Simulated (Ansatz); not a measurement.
An Ansatz (a program for electronic structure) input (PBEsol (Ansatz, PAW, no spin-orbit coupling)):

Ansatz 0.2 input:
```yaml
crystal:
  lattice:
    - [0, 2.695361405, 2.695361405]
    - [2.695361405, 0, 2.695361405]
    - [2.695361405, 2.695361405, 0]
  atoms:
    - { symbol: Ru, position: [0.75, 0.75, 0.75] }
    - { symbol: Ru, position: [0.5, 0.5, 0.5] }
basis: { ecutwfc: 420, ecutrho_ratio: 4, xc_grid: 2, fft_grid_basis: typed }
kpoints: { mp_grid: { grid: [15, 15, 15] } }
hamiltonian:
  xc: pbesol
  dispersion: none
  pseudopotentials: { kind: paw }
scf: { occupations: { method: fermi_dirac, width: 0.05 }, convergence: { dr2_threshold: 0.0000000002 } }
output: { forces: true, stress: true }
```

Problem. Which symmetry and how many k-points will the program report, and about how many plane waves at Γ?

Solution. Space group Fd-3m (ITA 227) with 48 operations, k-points 120 of 3375, and 749 plane waves at Γ.

Whether these cells are dynamically stable was not tested. All final runs are without spin polarisation. The cell is Ru in the diamond structure (space group Fd-3m, No. 227; a hypothetical phase, not in the database extracts checked).
